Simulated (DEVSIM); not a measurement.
Device: W/AlN/n-Si capacitor, at 300 K.

| layer (left to right) | material | thickness (nm) | Nd (cm⁻³) |
|---|---|---|---|
| 1 | AlN | 3.00 | - |
| 2 | Si | 5500 | 1.1e16 |

Metal gate on the left, work function 4.6 eV. Fixed charge at the semiconductor interface 3.6e10 cm⁻² (in units of +e); no interface traps.

This is a model device: material constants are rounded textbook-type values typed into the input, and sizes, dopings and lifetimes were drawn at random. Values at 300 K.

```tsv
parameter	AlN	Si
gap (eV)	6.1	1.124
affinity (eV)	1.9	4.05
permittivity	8.5	11.7
Nc (cm⁻³)	-	2.86e19
Nv (cm⁻³)	-	3.1e19
```

DEVSIM, 1D Poisson equation in equilibrium, Boltzmann statistics, complete ionisation; no quantum confinement or tunnelling. Metal contacts follow the ideal Schottky-Mott rule: no Fermi-level pinning, no interface dipoles.

The AlN thickness was swept, all else fixed.

| AlN thickness (μm) | capacitance of the dielectric stack (μF/cm²) | threshold voltage (band bending 2φF) (V) |
|---|---|---|
| 0.0012 | 6.27 | -0.38 |
| 0.0017 | 4.43 | -0.38 |
| 0.0021 | 3.58 | -0.38 |
| 0.0026 | 2.89 | -0.39 |
| 0.003 | 2.51 | -0.39 |
| 0.0036 | 2.09 | -0.40 |

From the first row to the last the capacitance of the dielectric stack goes from 6.27 to 2.09. From the first row to the last the threshold voltage (band bending 2φF) goes from -0.38 to -0.40.
